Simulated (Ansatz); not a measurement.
Effect of isotropic strain +1.50 % on CdSe

Start from CdSe in the zinc blende structure (space group F-43m, No. 216; a = 6.0075 Å).

Perturbation: every lattice vector is stretched by 1.50 %, atoms relaxed at fixed cell.

Level of theory: DFT with LDA, PAW potentials and a 420 eV plane-wave cutoff in Ansatz (a quantum-chemistry and plane-wave program), without spin-orbit coupling. k-mesh 10×10×10 (Γ-centred); smearing 0.05 eV (Fermi–Dirac).

```json
[
 {"quantity": "shortest interatomic distance", "base": "260.1 pm", "changed": "264.0 pm", "shift": "+3.9 pm"},
 {"quantity": "energy relative to the base (free energy F)", "base": "0 meV/atom", "changed": "+9.4 meV/atom", "shift": "+9.4 meV/atom"},
 {"quantity": "pressure", "base": "0.0 kbar", "changed": "-23.3 kbar", "shift": "-23.3 kbar"},
 {"quantity": "band gap", "base": "0.41 eV", "changed": "0.32 eV", "shift": "-0.09 eV"},
 {"quantity": "gap character", "base": "direct at Γ", "changed": "direct at Γ", "shift": "–"},
 {"quantity": "mean gap deformation potential ΔEg/Δln V", "base": "–", "changed": "-2.0 eV", "shift": "–"},
 {"quantity": "electron mass", "base": "0.041 mₑ (at Γ)", "changed": "0.033 mₑ (at Γ)", "shift": "–"},
 {"quantity": "hole mass (degenerate bands, along [100])", "base": "0.042, 0.62, 0.62 mₑ (at Γ)", "changed": "0.034, 0.66, 0.66 mₑ (at Γ)", "shift": "–"}
]
```

Cost of the whole job for the changed cell (relaxation, final SCF and bands): about 21 core-seconds (a rough figure).

Masses are band curvatures over ±0.01 Å⁻¹ around the edge. Whether these cells are dynamically stable was not tested.
